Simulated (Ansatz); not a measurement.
Worked example: self-consistent single point of Ag₂O₃ (Fdd2, 10 atoms in the cell) in Ansatz (an electronic-structure program)

Computed with PBEsol, default PAW files made with PBE (plane waves; Ansatz).

This input was run:

Ansatz 0.2 input:
```yaml
crystal:
  lattice:
    - [0.000000, 6.434500, 1.831900]
    - [5.245000, 0.000000, 1.831900]
    - [5.245000, 6.434500, 0.000000]
  atoms:
    - { symbol: O, position: [0.659800, 0.659800, 0.840200] }
    - { symbol: O, position: [0.409800, 0.409800, 0.590200] }
    - { symbol: Ag, position: [0.820800, 0.179200, 0.585800] }
    - { symbol: Ag, position: [0.179200, 0.820800, 0.414200] }
    - { symbol: Ag, position: [0.664200, 0.835800, 0.429200] }
    - { symbol: Ag, position: [0.835800, 0.664200, 0.070800] }
    - { symbol: O, position: [0.734400, 0.035000, 0.931600] }
    - { symbol: O, position: [0.035000, 0.734400, 0.299000] }
    - { symbol: O, position: [0.318400, 0.951000, 0.515600] }
    - { symbol: O, position: [0.951000, 0.318400, 0.215000] }
basis:
  ecutwfc: 420.0 eV
kpoints:
  mp_grid:
    grid: [7, 7, 7]
hamiltonian:
  xc: pbesol
  pseudopotentials:
    kind: paw
scf:
  occupations:
    method: gaussian
    width: 0.05 eV
output:
  forces: true
  eigenvalues: true
  stress: true
```

Log, with long lists cut:

```
WARN ansatz: RAYON_NUM_THREADS=1 ignored (pool sized by the plan → 1); use --threads N
basis.fft_grid_basis auto: the FFT boxes are laid along the combinations [[1, 1, -1], [0, 1, 0], [1, 0, 0]] of the cell's own vectors, 3.664, 5.556 and 6.690 Å …
Pseudopotentials: kind: paw
Pseudopotential: O, paw, valence charge 6
Pseudopotential: Ag, paw, valence charge 19
Crystal: 10 atoms, lattice volume = 123.649 Å³
Basis set: ecut = 420 eV, 2423 PW (Γ), FFT grids on a1+a2−a3, a2, a1, exchange–correlation on 50×80×90 points (8 copies of the dense FFT grid, shifted against one another)
Bands: 68, of which v1, the nominal top of the filled ones, is band 56 counted from 1 (55 counted from 0)
Symmetry: 4 space group operations
Space group: Fdd2 (ITA 43), of the structure as read, at distance tolerance 5.0e-5 Å
k-points: 64 of 343 (time reversal used)
PAW frozen core: O, regenerated for the run's functional, and the local potential with it
PAW frozen core: Ag, regenerated for the run's functional, and the local potential with it
Initial density: superposition of atomic densities (neutral atoms: chi_scale 0, normalization atom), corrected by the library's trained network
Initial wavefunctions: pseudopotential atomic-orbital guess
Eigensolver: davidson
Functional: x = pbesol(κ = 0.804, μ = 0.12345679012345678), c = pbesol(β = 0.046)
SCF iter   1: F=—  HF=-33439.108027 eV  |F-HF|=—  |Δ(HF+E_count)|=         —  Δρ=1.47e-2  dr2=1.62e-1  ethr=1.77e-3  ⟨swp⟩=5.9  Hψ=14900  notcnv=0  defer=15
all-band conjugate gradients solve this SCF's bands
preconditioner: auto → Resta (q_TF=auto, 2.684 Å⁻¹)
SCF iter   2: F=—  HF=-33439.060844 eV  |F-HF|=—  |Δ(HF+E_count)|=   4.72e-2  Δρ=4.85e-3  dr2=1.72e-2  ethr=1.44e-4  ⟨swp⟩=2.9  Hψ=7761  notcnv=0  defer=506
SCF iter   3: F=—  HF=-33439.056809 eV  |F-HF|=—  |Δ(HF+E_count)|=   4.03e-3  Δρ=2.33e-3  dr2=5.17e-3  ethr=1.53e-5  ⟨swp⟩=2.0  Hψ=6264  notcnv=0  defer=506
SCF iter   4: F=—  HF=-33439.056290 eV  |F-HF|=—  |Δ(HF+E_count)|=   5.19e-4  Δρ=1.11e-3  dr2=1.37e-3  ethr=4.61e-6  ⟨swp⟩=2.0  Hψ=6150  notcnv=0  defer=506
SCF iter   5: F=—  HF=-33439.056196 eV  |F-HF|=—  |Δ(HF+E_count)|=   9.44e-5  Δρ=4.54e-4  dr2=2.25e-4  ethr=1.22e-6  ⟨swp⟩=2.2  Hψ=4850  notcnv=0  defer=506
SCF iter   6: F=—  HF=-33439.056179 eV  |F-HF|=—  |Δ(HF+E_count)|=   1.72e-5  Δρ=1.47e-4  dr2=2.05e-5  ethr=2.01e-7  ⟨swp⟩=2.4  Hψ=6198  notcnv=0  defer=506
SCF iter   7: F=—  HF=-33439.056194 eV  |F-HF|=—  |Δ(HF+E_count)|=   1.57e-5  Δρ=3.50e-5  dr2=1.64e-6  ethr=1.83e-8  ⟨swp⟩=2.0  Hψ=6381  notcnv=0  defer=506
SCF iter   8: F=-33439.056196 eV  HF=-33439.056195 eV  |F-HF|=5.98e-8  |Δ(HF+E_count)|=   1.21e-6  Δρ=6.12e-6  dr2=5.77e-8  ethr=8.93e-11  ⟨swp⟩=7.8  Hψ=18868  notcnv=0
SCF 1 converged in 8 iterations: F = -33439.056196 eV  dr2 = 5.77e-8
SCF converged after 8 iterations
Free energy (F): -33439.056196 eV
Harris-Foulkes:  -33439.056195 eV  (|F-HF|=5.98e-8)
Internal energy: -33439.056196 eV  (E = F + TS)
E sigma→0 (E₀):  -33439.056196 eV
Fermi energy:    10.512412 eV
--- Per-component energies (eV) ---
  E_band       = -1354.360955
  E_kinetic    = 3127.184428
  E_local      = -12540.301276  (includes V_loc(G=0)·N_el)
  E_nonlocal   = 617.965790
  E_hartree    = 5380.205393
  E_xc         = -1163.565804
  E_vxc        = -1487.453968  (∫ρ·V_xc dr)
  E_paw        = -16235.597239  (= ΣΔE_a)
  E_vpaw       = -1832.185104  (= ΣTr[D̂ρ^β])
  E_aug_tail   = 0.015366  (compensation charges beyond the density's cutoff)
  E_ewald      = -12626.465538
  E_core_change = 1.502684  (= ΣΔE_core)
  E_smearing   = -0.000000  (= −TS)
  E_closure    = -0.000000  (closes the sum)
  Σ components = -33439.056196   (vs F -33439.056196, Δ=0.00e0)
--- Forces (eV/Å), atoms counted from 1 ---
  atom   1  O      0.00000000    -0.00000000     0.11440647
  atom   2  O      0.00000000     0.00000000     0.11440647
  atom   3  Ag     0.01758935     0.05818293     0.00904713
  atom   4  Ag    -0.01758935    -0.05818293     0.00904713
  atom   5  Ag     0.01758935    -0.05818293     0.00904713
  atom   6  Ag    -0.01758935     0.05818293     0.00904713
  atom   7  O     -0.02452771    -0.13081442    -0.06625020
  atom   8  O      0.02452771     0.13081442    -0.06625020
  atom   9  O     -0.02452771     0.13081442    -0.06625020
  atom  10  O      0.02452771    -0.13081442    -0.06625020
  max |Σ_I F_I| component: 6.53e-7 eV/Å
--- Stress (GPa, compression-positive) ---
       -1.388527       0.000000       0.000000
        0.000000      -0.953887       0.000000
        0.000000       0.000000      -0.491784
  P = ⅓ Tr σ = -0.9447 GPa (-9.447 kbar)
  The stress holds the Pulay correction. Without it, at fixed plane waves, as pw.x and ABINIT print it: P = -1.6219 GPa
--- Band table (eV; the first three rows and the last of 64) ---
  k-point 0: bands = ["-81.4807", "-81.4796", "-81.4780", "-81.4778", "-45.2275", "-45.2194", "-45.2026", "-45.2008", "-45.1410", "-45.1356", "-45.1279", "-45.1211", "-44.4941", "-44.4940", "-44.4880", "-44.4863", "-8.1233", "-7.2222", "-7.2039", [...]
  k-point 1: bands = ["-81.4806", "-81.4796", "-81.4780", "-81.4778", "-45.2273", "-45.2198", "-45.2029", "-45.2011", "-45.1403", "-45.1357", "-45.1279", "-45.1219", "-44.4948", "-44.4946", "-44.4880", "-44.4865", "-8.0394", "-7.2702", "-7.1796", [...]
  k-point 2: bands = ["-81.4803", "-81.4795", "-81.4781", "-81.4779", "-45.2266", "-45.2207", "-45.2036", "-45.2018", "-45.1390", "-45.1355", "-45.1281", "-45.1236", "-44.4963", "-44.4959", "-44.4881", "-44.4869", "-7.8259", "-7.3136", "-7.1902", [...]
  k-point 63: bands = ["-81.4795", "-81.4794", "-81.4786", "-81.4785", "-45.2219", "-45.2215", "-45.2030", "-45.2027", "-45.1362", "-45.1358", "-45.1276", "-45.1270", "-44.4966", "-44.4966", "-44.4848", "-44.4847", "-7.5881", "-7.5186", "-7.2778", [...]
```

The run converged in 8 iterations.

The starting cell comes from a database of published, mostly measured structures (it also holds non-ambient and calculated ones), without a prior relaxation at this level. Ansatz's pressure includes its estimate of the finite-basis (Pulay) stress. Without the estimate this run gives -1.62 GPa.
